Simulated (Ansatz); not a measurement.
System: ZnSnN₂ (model structure, started from the alpha NaFeO2 type, R-3m, No. 166, 4 atoms in the cell). Method: PBEsol (Ansatz, a first-principles code, PAW).

Settings: plane-wave cutoff 500 eV, 16×16×16 k mesh, Fermi–Dirac smearing 0.05 eV, scalar-relativistic PAW data made under PBE.

Cell (relaxed at this level):

```xyz
4
Lattice="1.5821 0.9134 5.1359 -1.5821 0.9134 5.1359 0.0000 -1.8269 5.1359" Properties=species:S:1:pos:R:3 pbc="T T T"
Sn     0.0000     0.0000     0.0000
Zn     0.0000     0.0000     7.7039
N      0.0000     0.0000     3.8942
N      0.0000     0.0000    11.5136
```

Question: Predict the band gap.

Answer: 
* **band gap**: 0.69 eV (on the SCF k mesh)

Note: the relaxation could raise the start's symmetry but not lower it, so the cell can be a saddle point.

Spin–orbit coupling is not included.

Static lattice: no zero-point or thermal effects.

The result took around 6 core-minutes (rough).

A model structure was made by putting elements into a prototype or built by hand; it is no filed structure, need not be a known phase, and can be a saddle point held by its symmetry.
